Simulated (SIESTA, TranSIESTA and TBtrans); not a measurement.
Run with TranSIESTA and TBtrans (open boundaries, self-consistent; PseudoDojo norm-conserving potentials, scalar-relativistic): Spin polarized, PAO.BasisSize DZP, PAO.EnergyShift 0.15 eV, XC.Authors PBE, Mesh.Cutoff 200 Ry, ElectronicTemperature 300 K, TS.Voltage 0.0 eV, TBT.Elecs.Eta 0.001 eV.

Junction: Pd chain with one Nb atom in place of Pd. Leads: straight Pd chain, spacing 2.5 Å. Geometry: 3 atoms about the centre moved by SIESTA (PBE, DZP) to a largest force of 0.01 eV/Å, all others as built, motion along the axis alone.

Task: Predict: conductance at 300 K (G0 = 2e²/h); mean T from −0.5 to 0.5 eV; spin polarisation of the conductance, (up − down)/(up + down).

Result: conductance at 300 K (G0 = 2e²/h): 1.07; mean T from −0.5 to 0.5 eV: 1.11; spin polarisation of the conductance, (up − down)/(up + down): -0.06. The magnetic order of the leads was set by the start, and no other order was tried; the separate lead runs end at 0.76 (left) and 0.76 (right) μB an atom. The straight chain is held at its spacing; free chains may zigzag or dimerise.
